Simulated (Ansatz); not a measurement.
Base system: HfO$_{2}$ in the CdI2 type structure (space group P-3m1, No. 164; a = 3.208 Å, c = 4.515 Å; a hypothetical phase, not in the database extracts checked; layered, stacked along the Cartesian z axis).

Levels (all Ansatz, a first-principles code, PAW): PBEsol-D3(BJ) (420 eV, no SOC); HSE06 (420 eV, no spin-orbit coupling).

Its gap is 4.40 eV with PBEsol-D3(BJ) and 6.11 eV with HSE06.

Perturbation: a free-standing slab of 3 layers (9 atoms, 3 a layer) is cut normal to the stacking axis, with 15 Å of vacuum and the in-plane cell relaxed.

With PBEsol-D3(BJ) the gap becomes 4.57 eV.

Question: If the HSE06 correction stayed the same, what would the HSE06 gap be, and what does the HSE06 run give?

Answer: A rigid correction of +1.71 eV gives 6.28 eV. The HSE06 run gives 6.28 eV, so the two effects roughly add.

Single points use the geometry relaxed with PBEsol-D3(BJ). HSE06 gaps are upper bounds (no full band path). Spin-orbit coupling, missing from the scalar runs, can matter with Hf. No phonon test of stability was made.
